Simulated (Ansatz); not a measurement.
For InSb (model structure, started from the h-BN type, P6₃/mmc, No. 194, 4 atoms in the cell), PBE (plane waves, PAW; Ansatz, a first-principles code) gives:

| Property | Value |
|---|---|
| lattice parameter a | 5.115 Å |
| lattice parameter c | 6.206 Å |
| enthalpy of formation | 0.080 eV/atom |

Task: What does PBE-D3(BJ) in Ansatz (PAW) give for the same quantities?

Result: 
- lattice constant a: 5.038 Å (drops by 1.5 %)
- lattice parameter c: 6.136 Å (falls by 1.1 %)
- formation enthalpy: 0.155 eV/atom (rises by 0.075 eV/atom)

Changes are worked out from the printed values.

Unless a cell is named, each level is at its own relaxed cell (PBE 35.16, PBE-D3(BJ) 33.71 Å³/atom).

Levels without +SOC leave out spin–orbit coupling, which shifts energies and cells of such heavy elements.

Ansatz's density-functional and Hartree–Fock values are scalar-relativistic unless marked +SOC, with PAW data made under PBE.

A model structure was made by putting elements into a prototype or built by hand; it is no filed structure, need not be a known phase, and can be a saddle point held by its symmetry.
